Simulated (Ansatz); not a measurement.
Base system: ZnSe in the zinc blende structure (space group F-43m, No. 216; a = 5.6655 Å). Axes: x, y, z lie along the cube axes.

Levels (all Ansatz, an electronic-structure program, PAW): r2SCAN (500 eV, without spin-orbit coupling); HSE06 (420 eV, no SOC).

Its gap is 1.87 eV with r2SCAN and 2.42 eV with HSE06.

The change: the cell is compressed by 3.34 % along z with no lateral relaxation; the atoms relax in the strained cell.

With r2SCAN the gap becomes 1.93 eV.

If the HSE06 correction stayed the same, what would the HSE06 gap be, and what does the HSE06 run give?

A rigid correction of +0.55 eV gives 2.48 eV. The HSE06 run gives 2.49 eV, so the two effects roughly add.

Single points use the geometry relaxed with r2SCAN. Whether these cells are dynamically stable was not tested.
